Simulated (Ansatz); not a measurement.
Start from PbS in the rock salt structure (space group Fm-3m, No. 225; a = 5.974 Å).

Calculations: r2SCAN in Ansatz (plane waves to 500 eV, PAW, no spin-orbit coupling).

For the base:

Band gap: 0.69 eV
Pressure: 0.01 GPa

The change: every lattice vector is stretched by 0.76 %, atoms relaxed at fixed cell.

Task: What happens to the band gap?

Result: The band gap grows by 0.08 eV (0.69 eV → 0.77 eV).

Task: Estimate the effect on the pressure.

Result: The pressure drops by 1.25 GPa to -1.24 GPa.

With Pb present, leaving out spin-orbit coupling can change the band edges. The cells carry an imposed strain or load. No phonon test of stability was made.

Ansatz is a first-principles code.
